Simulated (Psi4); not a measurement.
Psi4 1.11, B3LYP/def2-svpd: CO[Si@@H](C)Cl, 12 atoms. The geometry is a generated start, not checked to be a minimum at this level.

task: gradient
method: b3lyp
basis: def2-svpd
memory: 7 GB
scf_type: df (default)
guess: auto, which took SAD (default)
diis_max_vecs: 10 (default)
scf_initial_accelerator: adiis (default)
e_convergence: 1e-08 (default)
d_convergence: 1e-08 (default)
basis functions (reference run): 170
grid points (reference run): 2182051

```xyz
12

C      1.7404    -0.5104     0.4011
O      1.2250     0.5652    -0.3661
Si    -0.3764     0.9883    -0.2164
C     -1.5617    -0.3969    -0.4900
Cl    -0.6113     1.7196     1.6834
H      1.6783    -0.3054     1.4754
H      1.2294    -1.4504     0.1646
H      2.7978    -0.6320     0.1456
H     -0.6678     2.1068    -1.1446
H     -2.5976    -0.0584    -0.3894
H     -1.4486    -0.8196    -1.4931
H     -1.4073    -1.2068     0.2296
```

Yardstick: the run with dft_radial_points = 200, dft_spherical_points = 974, dft_pruning_scheme = none (default), which is not proven converged either. Each setting ran once; only counts and results are compared.

Settings tried, all else as in the reference:
- dft_radial_points = 25, dft_spherical_points = 50
- dft_radial_points = 99, dft_spherical_points = 590
- dft_radial_points = 75 (default), dft_spherical_points = 302 (default), dft_pruning_scheme = treutler
- dft_radial_points = 75 (default), dft_spherical_points = 434
- dft_radial_points = 99, dft_spherical_points = 590, dft_pruning_scheme = treutler
- dft_radial_points = 75 (default), dft_spherical_points = 302 (default)
- dft_radial_points = 75 (default), dft_spherical_points = 302 (default), dft_pruning_scheme = robust
- dft_radial_points = 35, dft_spherical_points = 110
- dft_radial_points = 50, dft_spherical_points = 194
- dft_radial_points = 150, dft_spherical_points = 770

### Question
Sort the settings: which keep to the reference within 10 meV/atom in energy, 100 meV/Å in forces (largest component), and which don't?

### Answer
Within it: dft_radial_points = 150, dft_spherical_points = 770; dft_radial_points = 99, dft_spherical_points = 590; dft_radial_points = 75 (default), dft_spherical_points = 434; dft_radial_points = 75 (default), dft_spherical_points = 302 (default), dft_pruning_scheme = robust; dft_radial_points = 75 (default), dft_spherical_points = 302 (default); dft_radial_points = 50, dft_spherical_points = 194; dft_radial_points = 99, dft_spherical_points = 590, dft_pruning_scheme = treutler; dft_radial_points = 75 (default), dft_spherical_points = 302 (default), dft_pruning_scheme = treutler. At the edge (between 0.75 and 1.33 times the tolerance): dft_radial_points = 35, dft_spherical_points = 110. Outside: dft_radial_points = 25, dft_spherical_points = 50.

```json
[
 {"setting": "the reference", "grid points": "2182051", "energy against the reference": "—", "difference in forces (largest component)": "—"},
 {"setting": "dft_radial_points = 150, dft_spherical_points = 770", "grid points": "1301744", "energy against the reference": "under 0.001 meV/atom", "difference in forces (largest component)": "0.31 meV/Å"},
 {"setting": "dft_radial_points = 99, dft_spherical_points = 590", "grid points": "660995", "energy against the reference": "−0.0051 meV/atom", "difference in forces (largest component)": "0.96 meV/Å"},
 {"setting": "dft_radial_points = 75 (default), dft_spherical_points = 434", "grid points": "369994", "energy against the reference": "−0.0030 meV/atom", "difference in forces (largest component)": "1.3 meV/Å"},
 {"setting": "dft_radial_points = 75 (default), dft_spherical_points = 302 (default), dft_pruning_scheme = robust", "grid points": "176849", "energy against the reference": "+0.021 meV/atom", "difference in forces (largest component)": "6.3 meV/Å"},
 {"setting": "dft_radial_points = 75 (default), dft_spherical_points = 302 (default)", "grid points": "257647", "energy against the reference": "+0.020 meV/atom", "difference in forces (largest component)": "6.3 meV/Å"},
 {"setting": "dft_radial_points = 50, dft_spherical_points = 194", "grid points": "112120", "energy against the reference": "+0.19 meV/atom", "difference in forces (largest component)": "16 meV/Å"},
 {"setting": "dft_radial_points = 99, dft_spherical_points = 590, dft_pruning_scheme = treutler", "grid points": "344887", "energy against the reference": "−0.21 meV/atom", "difference in forces (largest component)": "20 meV/Å"},
 {"setting": "dft_radial_points = 75 (default), dft_spherical_points = 302 (default), dft_pruning_scheme = treutler", "grid points": "142001", "energy against the reference": "−0.15 meV/atom", "difference in forces (largest component)": "21 meV/Å"},
 {"setting": "dft_radial_points = 35, dft_spherical_points = 110", "grid points": "44613", "energy against the reference": "−3.1 meV/atom", "difference in forces (largest component)": "96 meV/Å"},
 {"setting": "dft_radial_points = 25, dft_spherical_points = 50", "grid points": "14560", "energy against the reference": "+110 meV/atom", "difference in forces (largest component)": "230 meV/Å"}
]
```

Total energies are compared; such shifts often cancel in part in energy differences. The gradients leave out the derivatives of the grid weights. Also tried and not ranked: dft_radial_points = 99, dft_spherical_points = 590, dft_pruning_scheme = robust (same energy as a listed run). The tolerance is a choice made for this comparison.
